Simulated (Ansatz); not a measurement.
Take GaP in the zinc blende structure (space group F-43m, No. 216) as the base.

```
CELL_PARAMETERS angstrom
      0.00000     2.72564     2.72564
      2.72564     0.00000     2.72564
      2.72564     2.72564     0.00000
ATOMIC_POSITIONS crystal
  P  0.75000 0.75000 0.75000
  Ga 0.00000 0.00000 0.00000
```

All numbers come from Kohn–Sham DFT with the r2SCAN functional, run in Ansatz (a quantum-chemistry and plane-wave program) with PAW and 500 eV plane waves, without spin-orbit coupling.

One change was made to it. Results:

The volume per atom falls by 6.42 Å³, from 20.25 Å³ to 13.83 Å³; the hole mass (degenerate bands, along [100]) goes from 0.13, 0.37, 0.37 mₑ (at Γ) to 0.22, 0.22, 0.23 mₑ (at Γ); the band gap drops by 1.031 eV (1.85 eV → 0.81 eV).

Q: Which of these changes matches the shifts?
A. pressure 15 GPa
B. pressure 3 GPa
C. pressure 30 GPa
D. pressure 75 GPa

A: D, pressure 75 GPa. For comparison, the band gap in the other runs: pressure 3 GPa gives 1.79 eV; pressure 30 GPa gives 1.36 eV; pressure 15 GPa gives 1.58 eV.

Load acts through the strain it causes; cell and atoms are relaxed under it. Effective masses come from finite differences of ±0.01 Å⁻¹. No phonon test of stability was made. Measured, GaP leaves this structure (for a Cmcm phase) near 26 GPa (temperature not stated; as listed in Datta, Sujoy, Jana, Debnarayan, arXiv (2020)).
